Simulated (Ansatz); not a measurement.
Ansatz (a quantum-chemistry and plane-wave program) run on SrCd (Pm-3m, 2 atoms in the cell): relaxation of cell and atoms.

Level of theory: PBEsol, PAW files made with PBE (plane waves; Ansatz).

```xyz
2
Lattice="4.0667 0.0000 0.0000 0.0000 4.0667 0.0000 0.0000 0.0000 4.0667" Properties=species:S:1:pos:R:3 pbc="T T T"
Sr     2.0334     2.0334     2.0334
Cd     0.0000     0.0000     0.0000
```

Reference input (self-consistent single point, DFT, PBEsol, plane waves, PAW files made with PBE): kpoints.mp_grid.grid = 11 11 11; hamiltonian.xc = pbesol; hamiltonian.pseudopotentials = {kind: paw} (an earlier, softer set of the program's PAW files); scf.occupations.method = fermi_dirac; scf.occupations.width = 0.1 eV. This run's input differs from it in these lines:

```diff
@@ -16,2 +16,4 @@
   occupations: { method: fermi_dirac, width: 0.1 }
+relax:
+  cell: {}
 output:
```

Output (repeated stretches shortened):

```
   [... SCF lines of the steps left out ...]
relax step   1: F+E_penalty+E_count = -11676.99155639 eV  Δ(F+E_penalty+E_count) = +0.000e0 eV  max|allowed force component| = 3.353e-30 eV/Å  Δτ_max = 0.0000 Å  P = -1.546 GPa  Ω = 67.255 Å³  (8 SCF iters, dr2 threshold 1.00e-7 eV, accepted)
relax step   2: F+E_penalty+E_count = -11677.00971010 eV  Δ(F+E_penalty+E_count) = -1.815e-2 eV  max|allowed force component| = 9.203e-31 eV/Å  Δτ_max = 0.0000 Å  P = -0.653 GPa  Ω = 64.673 Å³  energy of the carried Pulay correction = +1.617e-4 eV  [...]
   [... lines left out ...]
relax step   4: F+E_penalty+E_count = -11677.01310748 eV  Δ(F+E_penalty+E_count) = -3.405e-5 eV  max|allowed force component| = 1.446e-30 eV/Å  Δτ_max = 0.0000 Å  P = -0.003 GPa  Ω = 63.099 Å³  energy of the carried Pulay correction = +2.634e-4 eV  [...]
relax step   5: F+E_penalty+E_count = -11677.01285620 eV  Δ(F+E_penalty+E_count) = +2.513e-4 eV  max|allowed force component| = 1.841e-30 eV/Å  Δτ_max = 0.0000 Å  P = -0.005 GPa  Ω = 63.099 Å³  stress off target by 4.99e-3 GPa  SCF on the basis [...]
basis re-selected at this cell: Δ(F+E_penalty+E_count) = +2.513e-4 eV, ΔP = -0.002 GPa vs the last step
the relaxation is at rest under the 48 symmetry operations that the run kept from its start: a minimum is not shown …
Stability not checked: this state was not tested for a lower state beside it, because too few of the mixer's solves of this state at the end of the SCF gave a …
Free energy (F): -11677.012856 eV
Internal energy: -11676.963745 eV  (E = F + TS)
   [... lines left out ...]
Fermi energy:    9.269903 eV
   [... lines left out ...]
to start a new deck from the relaxed geometry:
  cell:  # Å, volume = 63.0986 Å³
    - [3.9811322992710076, -1.0753108856162065e-33, -5.135813185032629e-34]
    - [-5.617295671129438e-34, 3.9811322992710076, 0.0]
    - [-3.851859888774472e-34, 0.0, 3.9811322992710076]
  atoms:
    - { symbol: Sr, position: [0.5, 0.5, 0.5] }
    - { symbol: Cd, position: [-9.86635381086684e-37, 4.933176905352091e-37, -1.6152113730240957e-47] }
```

The run converged. 

Summary of the result:
- Free energy E − TS (on the zero of these files) = -11677.0129 eV
- Fermi level (on the code's own zero) = 9.27 eV
- Pressure = 0.00 GPa
- Final cell = a = 3.9811 Å, b = 3.9811 Å, c = 3.9811 Å, α = 90.00°, β = 90.00°, γ = 90.00°
- Final volume per atom = 31.55 Å³
- Relaxation steps = 5

The starting cell comes from a database of computed structures (which also holds hypothetical and non-ambient phases and stackings), without a prior relaxation at this level. Its lattice was rescaled by a random factor within 2.5 % of one. The relaxation keeps the symmetry of its start, so its end need not be a minimum. Ansatz's pressure includes its estimate of the finite-basis (Pulay) stress.

Cost on one core of a shared machine: roughly 40 s.

Keys are those of Ansatz 0.2.
